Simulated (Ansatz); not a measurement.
Consider Hf in the hcp (Mg type) structure (space group P6_3/mmc, No. 194; a = 3.117 Å, c = 4.950 Å; relaxed with 0.1 eV smearing). Axes: x lies along a and z along c of the hexagonal cell.

Computed with Ansatz (a quantum-chemistry and plane-wave program), LDA, PAW, cutoff 420 eV, no spin-orbit coupling.

Now apply this change: tensile biaxial strain of 0.50 % in the plane normal to [001], as in epitaxy on a mismatched substrate; the out-of-plane cell vector and the atoms relax.

Predict the new in-plane stress and out-of-plane strain.

The mean in-plane stress (compression positive) comes out as -1.0 GPa; the out-of-plane strain comes out as -0.37 %.

No phonon test of stability was made. The final runs are not spin-polarised.
